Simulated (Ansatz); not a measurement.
Worked example: self-consistent single point of LaGaO3 (R3c, 10 atoms in the cell) in Ansatz (a program for electronic structure).

Method: PBEsol, PAW files at level accurate made with PBE (plane waves; Ansatz).

```
CELL_PARAMETERS angstrom
      2.77195     1.60039     4.44687
     -2.77195     1.60039     4.44687
      0.00000    -3.20077     4.44687
ATOMIC_POSITIONS crystal
  La 0.74822 0.74822 0.74822
  La 0.24822 0.24822 0.24822
  Ga 0.49639 0.49639 0.49639
  Ga 0.99639 0.99639 0.99639
  O  0.81518 0.24259 0.67569
  O  0.67569 0.81518 0.24259
  O  0.24259 0.67569 0.81518
  O  0.17569 0.74259 0.31518
  O  0.74259 0.31518 0.17569
  O  0.31518 0.17569 0.74259
```

Reference input (self-consistent single point, DFT, PBEsol, plane waves, default PAW files made with PBE): kpoints.mp_grid.grid = 7 7 7; hamiltonian.xc = pbesol; hamiltonian.pseudopotentials = {kind: paw} (the program's default PAW files); scf.occupations.method = gaussian; scf.occupations.width = 0.02 eV. This run's input differs from it in these lines:

Ansatz 0.2 input:
```diff
@@ -21,3 +21,3 @@
   xc: pbesol
-  pseudopotentials: { kind: paw }
+  pseudopotentials: { kind: paw, level: accurate }
 scf:
```

Output (repeated stretches shortened):

```
SCF iter   1: F=—  HF=-32504.286619 eV  |F-HF|=—  |Δ(HF+E_count)|=         —  Δρ=9.77e-2  dr2=8.24e0  ethr=3.10e-3  ⟨swp⟩=5.1  Hψ=9555  notcnv=0
all-band conjugate gradients solve this SCF's bands
preconditioner: auto → Resta (q_TF=auto, 2.653 Å⁻¹)
SCF iter   2: F=—  HF=-32502.379237 eV  |F-HF|=—  |Δ(HF+E_count)|=    1.91e0  Δρ=3.36e-2  dr2=9.87e-1  ethr=3.10e-3  ⟨swp⟩=5.3  Hψ=6776  notcnv=0  defer=43
   [... lines left out ...]
SCF iter   6: F=—  HF=-32502.098408 eV  |F-HF|=—  |Δ(HF+E_count)|=   2.48e-5  Δρ=1.02e-3  dr2=3.50e-4  ethr=2.10e-6  ⟨swp⟩=3.7  Hψ=4990  notcnv=0  defer=68
SCF iter   7: F=—  HF=-32502.098309 eV  |F-HF|=—  |Δ(HF+E_count)|=   9.91e-5  Δρ=1.44e-4  dr2=1.34e-5  ethr=3.50e-7  ⟨swp⟩=2.0  Hψ=4706  notcnv=0  defer=67
SCF iter   8: F=—  HF=-32502.098608 eV  |F-HF|=—  |Δ(HF+E_count)|=   2.99e-4  Δρ=2.65e-5  dr2=8.95e-7  ethr=1.34e-8  ⟨swp⟩=2.0  Hψ=4474  notcnv=0  defer=67
SCF iter   9: F=-32502.098607 eV  HF=-32502.098607 eV  |F-HF|=6.54e-8  |Δ(HF+E_count)|=   7.26e-8  Δρ=1.02e-5  dr2=7.83e-8  ethr=1.00e-10  ⟨swp⟩=18.5  Hψ=16498  notcnv=0
SCF 1 converged in 9 iterations: F = -32502.098607 eV  dr2 = 7.83e-8
Free energy (F): -32502.098607 eV
Internal energy: -32502.098607 eV  (E = F + TS)
E sigma→0 (E₀):  -32502.098607 eV
Fermi energy:    13.382372 eV
--- Forces (eV/Å), atoms counted from 1 ---
  atom   1  La     0.00000000    -0.00000000    -0.06368627
  atom   2  La     0.00000000    -0.00000000    -0.06368627
  atom   3  Ga     0.00000000    -0.00000000    -0.03358695
  atom   4  Ga     0.00000000    -0.00000000    -0.03358695
  atom   5  O     -0.06781830    -0.07681116     0.03242696
  atom   6  O      0.10042957    -0.02032678     0.03242696
  atom   7  O     -0.03261127     0.09713795     0.03242696
  atom   8  O      0.03261127     0.09713795     0.03242696
  atom   9  O      0.06781830    -0.07681116     0.03242696
  atom  10  O     -0.10042957    -0.02032678     0.03242696
--- Stress (GPa, compression-positive) ---
       -1.501904       0.000000       0.000000
        0.000000      -1.501904      -0.000000
       -0.000000      -0.000000      -2.119165
  P = ⅓ Tr σ = -1.7077 GPa (-17.077 kbar)
  The stress holds the Pulay correction. Without it, at fixed plane waves, as pw.x and ABINIT print it: P = -1.7240 GPa
```

The run converged in 9 iterations. Against the reference run the pressure hardly changes (-1.77 to -1.71 GPa), the largest force stays at 0.107 eV/Å and the gap on the mesh hardly changes (3.570 to 3.576 eV). The full log also holds: “WARN basis.ecutwfc = 1300 eV, the default”.

The starting cell comes from a database of computed structures (which also holds hypothetical and non-ambient phases and stackings), without a prior relaxation at this level. Its lattice was rescaled by a random factor within 2.5 % of one. Ansatz's pressure includes its estimate of the finite-basis (Pulay) stress.

Cost on one core of a shared machine: roughly 3 min.
